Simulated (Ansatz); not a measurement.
# MnP-type NiSi (1 0 0) on Si0.875Ge0.125, ordered (0 0 1), Al on 3 of 6 substrate sites at each interface (film strained to the substrate, started from cuts of the bulks and a machine-learned relaxation; slabs Ge6Si42Al6 and Ni30Si40, which can lie off the formulas)

A periodic stack without vacuum, MnP-type NiSi (1 0 0) on Si0.875Ge0.125, ordered (0 0 1), Al on 3 of 6 substrate sites at each interface (film strained to the substrate, started from cuts of the bulks and a machine-learned relaxation; slabs Ge6Si42Al6 and Ni30Si40, which can lie off the formulas): substrate slab Ge6Si42Al6, film Ni30Si40, surface cells [[0, -1], [3, -1]] and [[0, -1], [5, -1]], film strained by -2.1 and -1.9 %, outermost planes Si/Si and Si/Si as cut, which need not be the usual terminations and can put a slab off its formula.

The start was prepared with a machine-learned potential, and the result is one local minimum, with the in-plane cell held and forces under 0.04 eV/Å; the film can end far from its bulk form.

The numbers are results of PBE (plane waves to 420 eV, PAW; Ansatz, an electronic-structure program), not measurements. Spin–orbit coupling is left out; the runs are not spin-polarised; PBE gaps are too small against experiment. Its k-point mesh 5×2×1, Fermi–Dirac width 0.05 eV.

| Property | Result |
|---|---|
| interface area | 90.8 Å² |
| period | 22.62 Å |
| heights between the nearest atoms of the two slabs at the two interfaces | 1.06 and 0.99 Å |
| Al–Si contacts across the interfaces within 1.22 times the sum of covalent radii | 16, mean 2.61 Å |
| Si–Si contacts across the interfaces within 1.22 times the sum of covalent radii | 13, mean 2.47 Å |
| Al–Ni contacts across the interfaces within 1.22 times the sum of covalent radii | 4, mean 2.63 Å |

```
CELL_PARAMETERS angstrom
      5.49956     0.00009    -0.09745
      5.49966    16.50110    -0.07057
     -1.79375     4.16400    22.65843
ATOMIC_POSITIONS crystal
  Ge 0.00308 0.97449 0.14745
  Ge 0.67112 0.31369 0.15101
  Ge 0.32703 0.63730 0.16010
  Si 0.30471 0.15203 0.14687
  Si 0.00233 0.47571 0.15645
  Si 0.66514 0.80524 0.15010
  Si 0.68806 0.04924 0.20554
  Si 0.37771 0.37834 0.21619
  Si 0.02025 0.70990 0.21666
  Si 0.03851 0.21294 0.21407
  Si 0.71478 0.53974 0.21891
  Si 0.37425 0.87430 0.21085
  Al 0.51412 0.02698 0.02133
  Al 0.13486 0.38399 0.02183
  Si 0.73233 0.64381 0.04309
  Si 0.65869 0.15325 0.03635
  Al 0.41029 0.51174 0.01802
  Si 0.12397 0.83669 0.03203
  Si 0.10131 0.08333 0.08330
  Si 0.79759 0.41642 0.08998
  Si 0.45831 0.73115 0.09601
  Si 0.43354 0.25285 0.08898
  Si 0.14206 0.56844 0.09484
  Si 0.80232 0.90074 0.08766
  Ge 0.14233 0.92012 0.38885
  Ge 0.83075 0.24410 0.39802
  Ge 0.48986 0.57897 0.40196
  Si 0.48987 0.08015 0.38943
  Si 0.18013 0.41474 0.40418
  Si 0.79536 0.74890 0.39119
  Si 0.85717 0.98579 0.45323
  Si 0.56423 0.31709 0.46587
  Si 0.15973 0.65435 0.45548
  Si 0.21504 0.14054 0.45380
  Si 0.88255 0.48290 0.46570
  Si 0.50949 0.82034 0.45129
  Si 0.57290 0.94718 0.26732
  Si 0.24527 0.28056 0.27526
  Si 0.90955 0.60943 0.27853
  Si 0.89758 0.11471 0.26892
  Si 0.58983 0.44220 0.27976
  Si 0.23412 0.77866 0.27262
  Si 0.27818 0.01700 0.32611
  Si 0.97023 0.34645 0.34090
  Si 0.59927 0.67886 0.33395
  Si 0.61568 0.18017 0.33221
  Si 0.28795 0.51116 0.33831
  Si 0.93281 0.84744 0.33096
  Al 0.81679 0.85942 0.51576
  Al 0.44126 0.20476 0.51892
  Si 0.05141 0.56085 0.52562
  Si 0.12385 0.03662 0.51673
  Al 0.92807 0.35031 0.53152
  Si 0.24385 0.75747 0.49910
  Ni 0.66343 0.16603 0.76739
  Ni 0.46260 0.36739 0.77762
  Ni 0.27472 0.55857 0.77911
  Ni 0.07472 0.76772 0.77677
  Ni 0.85265 0.98033 0.76959
  Ni 0.68114 0.21186 0.64451
  Ni 0.50951 0.39942 0.66766
  Ni 0.33554 0.59090 0.65895
  Ni 0.14712 0.79213 0.66645
  Ni 0.91419 0.99499 0.65681
  Ni 0.17344 0.10011 0.65479
  Ni 0.94534 0.31740 0.64636
  Ni 0.79492 0.49030 0.66063
  Ni 0.62500 0.69171 0.66746
  Ni 0.41064 0.89071 0.66691
  Ni 0.37797 0.07954 0.76681
  Ni 0.20454 0.25837 0.77853
  Ni 0.99968 0.46438 0.78351
  Ni 0.80966 0.65869 0.78095
  Ni 0.59527 0.87244 0.78103
  Si 0.00718 0.18861 0.72203
  Si 0.85128 0.37461 0.73821
  Si 0.64069 0.57081 0.73834
  Si 0.46367 0.77398 0.74193
  Si 0.23635 0.98340 0.73108
  Si 0.23872 0.21745 0.61100
  Si 0.11372 0.42213 0.60975
  Si 0.90789 0.60356 0.61576
  Si 0.72672 0.80630 0.61904
  Si 0.48101 0.00372 0.60927
  Si 0.59442 0.09517 0.68775
  Si 0.38163 0.28914 0.69709
  Si 0.19810 0.48752 0.70358
  Si 0.04049 0.68034 0.70492
  Si 0.82176 0.88474 0.70247
  Si 0.85391 0.10406 0.58101
  Si 0.53394 0.34066 0.57845
  Si 0.48153 0.49345 0.58368
  Si 0.29306 0.71107 0.59811
  Si 0.09172 0.91167 0.59003
  Ni 0.85467 0.13961 0.88592
  Ni 0.66780 0.32684 0.88926
  Ni 0.48276 0.53328 0.90368
  Ni 0.26504 0.74337 0.88870
  Ni 0.04951 0.94687 0.88285
  Ni 0.32133 0.04099 0.91396
  Ni 0.14470 0.22802 0.89150
  Ni 0.95430 0.42352 0.90706
  Ni 0.74724 0.63731 0.89046
  Ni 0.52705 0.85408 0.89474
  Si 0.08274 0.13915 0.97411
  Si 0.96882 0.28951 0.97039
  Si 0.82173 0.53490 0.97256
  Si 0.63076 0.72909 0.95251
  Si 0.31581 0.91830 0.97064
  Si 0.45086 0.13684 0.84995
  Si 0.23724 0.34276 0.85351
  Si 0.06849 0.53792 0.86046
  Si 0.83734 0.75255 0.85040
  Si 0.61225 0.96960 0.84808
  Si 0.77584 0.02750 0.93615
  Si 0.55191 0.21935 0.93538
  Si 0.39129 0.41439 0.93923
  Si 0.14845 0.63654 0.93719
  Si 0.96080 0.83114 0.93413
  Si 0.04564 0.06349 0.81544
  Si 0.82174 0.25323 0.81181
  Si 0.64015 0.45159 0.82566
  Si 0.41939 0.65110 0.82018
  Si 0.21154 0.86505 0.81445
```
